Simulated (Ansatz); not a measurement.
GaAs under load (space group I-4m2): band-edge transport data

Here is the system:

```
GaAs
1.0
    0.00000     2.84086     2.79297
    2.84086     0.00000     2.79297
    2.84086     2.84086     0.00000
Ga As
1 1
Direct
  0.00000   0.00000   0.00000
  0.25000   0.25000   0.25000
```

Level of theory: PBEsol with spin-orbit coupling, rigid bands (plane waves, PAW; Ansatz, a first-principles code). Condition of this run: uniaxial stress zz = 1 GPa (compression positive) (the target of the relaxation). Geometry: cell and atoms relaxed with PBEsol, then loaded as said.

```
Quantity                                                                Value
--------------------------------------------  -------------------------------
band gap                                                              0.31 eV
hole conductivity mass (300 K, dilute)        0.39 (x), 0.39 (y), 0.25 (z) mₑ
effective density of states N_v (300 K)                           4.1e18 cm⁻³
density-of-states mass, holes                                         0.30 mₑ
Seebeck coefficient, p-type 1e19 cm⁻³, 300 K                         217 μV/K
```

Rigid bands; masses and Seebeck coefficients take one relaxation time τ for all states and one kind of carrier; polarons and phonon drag are left out.
